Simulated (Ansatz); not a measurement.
**BP: response to strain**

Take BP in the zinc blende structure (space group F-43m, No. 216; a = 4.5366 Å) as the base. Axes: x, y, z lie along the cube axes.

Strains are applied to the cell and any free atomic positions relax.

Calculations: plane-wave PAW DFT at the r2SCAN level (Ansatz, a quantum-chemistry and plane-wave program, 500 eV), no spin-orbit coupling.

For the base:

```
Item       Result
--------  -------
Band gap  1.41 eV
```

The aim is a band gap between 0.90 eV and 0.98 eV. Which of these changes reaches it?
A. uniaxial strain ε_xx = −2.66 %
B. uniaxial strain ε_xx = −0.44 %
C. isotropic strain +2.52 %

A, uniaxial strain ε_xx = −2.66 %. It gives 0.94 eV; isotropic strain +2.52 % gives 1.51 eV; uniaxial strain ε_xx = −0.44 % gives 1.33 eV. Changes not listed may reach it too

Whether these cells are dynamically stable was not tested.
